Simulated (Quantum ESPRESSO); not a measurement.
A user runs Quantum ESPRESSO on TaGe2 (P6_222, 9 atoms in the cell) and asks whether the run is sound. The aim is a self-consistent single point with DFT, PBEsol, plane waves, PSlibrary PAW (PBE) pseudopotentials.

Cell that was meant: a = 4.9748 Å, b = 4.9748 Å, c = 6.7416 Å, α = 90.00°, β = 90.00°, γ = 120.00°.

Part of the input:

```fortran
   mixing_beta = 0.7,
/
ATOMIC_SPECIES
Ta   180.9479  Ge.pbe-n-kjpaw_psl.1.0.0.UPF
Ge    72.6300  Ta.pbe-spn-kjpaw_psl.1.0.0.UPF
ATOMIC_POSITIONS alat
Ta  0.500000000    0.000000000    0.677574303
Ta  0.250000000    0.433012702    1.129290505
Ta  -0.250000000    0.433012702    0.225858101
Ge  0.000000000    0.283683941    0.677574303
Ge  0.754322500    0.141841971    1.129290505
Ge  0.254322500    0.724183433    0.225858101
Ge  0.500000000    0.582341462    0.677574303
Ge  -0.254322500    0.724183433    1.129290505
Ge  0.245677500    0.141841971    0.225858101
K_POINTS automatic
5 5 3  0 0 0
CELL_PARAMETERS angstrom
```

Output, abridged:

```
     file Ta.pbe-spn-kjpaw_psl.1.0.0.UPF: wavefunction(s)  6S 5P 5D renormalized

     Message from routine setup:
   [... lines left out ...]
        k(    8) = (   0.2000000   0.3464102   0.2459755), wk =   0.3200000
        k(    9) = (   0.2000000   0.5773503   0.0000000), wk =   0.1600000
        k(   10) = (   0.2000000   0.5773503   0.2459755), wk =   0.3200000

     Dense  grid:    85523 G-vectors     FFT dimensions: (  54,  54,  72)

     Smooth grid:    46521 G-vectors     FFT dimensions: (  45,  45,  60)

     Initial potential from superposition of free atoms

     starting charge      89.9928, renormalised to      90.0000
     Self-consistent Calculation

     iteration #  1     ecut=    50.00 Ry     beta= 0.70

     Threshold (ethr) on eigenvalues was too large:
     Diagonalizing with lowered threshold

     total energy              =   -4791.08175660 Ry
     estimated scf accuracy    <       0.19165580 Ry

     iteration #  2     ecut=    50.00 Ry     beta= 0.70

     total energy              =   -4791.10532018 Ry
     estimated scf accuracy    <       0.03084233 Ry

     iteration #  3     ecut=    50.00 Ry     beta= 0.70

     total energy              =   -4791.11370104 Ry
     estimated scf accuracy    <       0.01071286 Ry

   [... 6 blocks of this kind left out ...]

     iteration # 10     ecut=    50.00 Ry     beta= 0.70

     total energy              =   -4791.11600466 Ry
     estimated scf accuracy    <          1.3E-10 Ry

     iteration # 11     ecut=    50.00 Ry     beta= 0.70
     End of self-consistent calculation

     the Fermi energy is    17.4825 ev

!    total energy              =   -4791.11600466 Ry
     estimated scf accuracy    <          8.0E-12 Ry
     smearing contrib. (-TS)   =      -0.00031535 Ry
     internal energy E=F+TS    =   -4791.11568931 Ry

     convergence has been achieved in  11 iterations

     Forces acting on atoms (cartesian axes, Ry/au):

     atom    1 type  1   force =    -0.00000000    0.00000000   -0.00000000
     atom    2 type  1   force =     0.00000000    0.00000000   -0.00000000
     atom    3 type  1   force =     0.00000000   -0.00000000    0.00000000
     atom    4 type  2   force =     0.00000000    0.00466555    0.00000000
   [... lines left out ...]

     Total force =     0.011428     Total SCF correction =     0.000003

          total   stress  (Ry/bohr**3)                   (kbar)     P=      100.48
   0.00031145  -0.00000000   0.00000000           45.82       -0.00        0.00
  -0.00000000   0.00031145   0.00000000           -0.00       45.82        0.00
   0.00000000   0.00000000   0.00142626            0.00        0.00      209.81

   JOB DONE.
```

Question: Is anything amiss in this input, and did it matter?

Answer: The run is not sound. The fault is potential files assigned to the wrong elements. Each file describes one element; swapped files give the atoms the wrong cores and charges. To fix it, match the files to the elements. The run converged in 11 iterations without an error; against the sound input the pressure goes from -1.91 to 10.05 GPa and the largest force goes from 0.060 to 0.120 eV/Å.

The sound input it was made from differs as follows (other fixes are possible):
```diff
-Ta   180.9479  Ge.pbe-n-kjpaw_psl.1.0.0.UPF
-Ge    72.6300  Ta.pbe-spn-kjpaw_psl.1.0.0.UPF
+Ta   180.9479  Ta.pbe-spn-kjpaw_psl.1.0.0.UPF
+Ge    72.6300  Ge.pbe-n-kjpaw_psl.1.0.0.UPF
-Ta  0.500000000    0.000000000    0.677574303
-Ta  0.250000000    0.433012702    1.129290505
-Ta  -0.250000000    0.433012702    0.225858101
-Ge  0.000000000    0.283683941    0.677574303
-Ge  0.754322500    0.141841971    1.129290505
-Ge  0.254322500    0.724183433    0.225858101
-Ge  0.500000000    0.582341462    0.677574303
-Ge  -0.254322500    0.724183433    1.129290505
-Ge  0.245677500    0.141841971    0.225858101
+Ta    0.500000000    0.000000000    0.677574303
+Ta    0.250000000    0.433012702    1.129290505
+Ta   -0.250000000    0.433012702    0.225858101
+Ge    0.000000000    0.283683941    0.677574303
+Ge    0.754322500    0.141841971    1.129290505
+Ge    0.254322500    0.724183433    0.225858101
+Ge    0.500000000    0.582341462    0.677574303
+Ge   -0.254322500    0.724183433    1.129290505
+Ge    0.245677500    0.141841971    0.225858101
```

With that input, the run converged in 10 iterations: free energy E − TS -42457.0712 eV; Fermi level (on the code's own zero) 13.71 eV; pressure -1.91 GPa; largest force (vector length) 0.060 eV/Å (DFT, PBEsol, plane waves, PSlibrary PAW (PBE) pseudopotentials).

On the sound input: the starting cell comes from a database of computed structures (which also holds hypothetical and non-ambient phases and stackings), without a prior relaxation at this level. Spin polarisation is off.
